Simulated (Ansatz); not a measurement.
An Ansatz (a quantum-chemistry and plane-wave program) input (plane-wave PAW DFT at the PBEsol level (Ansatz, 420 eV), no spin-orbit coupling):

Ansatz 0.2 input:
```yaml
crystal:
  lattice:
    - [4.9599021175, 0, 0]
    - [2.4799510587, 4.295401234, 0]
    - [2.4799510587, -1.4318004113, 3.901581787]
  atoms:
    - { symbol: Rb, position: [0, 0, 0] }
    - { symbol: Br, position: [0, 0.5, 0.5] }
basis: { ecutwfc: 420, ecutrho_ratio: 4, xc_grid: 2, fft_grid_basis: typed }
kpoints: { mp_grid: { grid: [8, 8, 8] } }
hamiltonian:
  xc: pbesol
  dispersion: none
  pseudopotentials: { kind: paw }
scf: { occupations: { method: fermi_dirac, width: 0.05 } }
relax: { f_tol: 0.005, max_steps: 50, cell: { stress_tol: 0.01, fix: [a, b, gamma] } }
output: { forces: true, stress: true }
checkpoint: { write: state.ck, write_every: 1000 }
```

Task: Which symmetry and how many k-points will the program report, and about how many plane waves at Γ?

Result: Space group R-3m (ITA 166) with 12 operations, k-points 65 of 512, and 1627 plane waves at Γ.

Task: And the final pressure?

Result: -0.27 GPa (compression positive).

The cells carry an imposed strain or load. Stability against distortions was not tested. The cell was made from RbBr in the rock salt structure (space group Fm-3m, No. 225) by this change: biaxial strain +2.50 %, plane normal [111], relaxed out of plane.
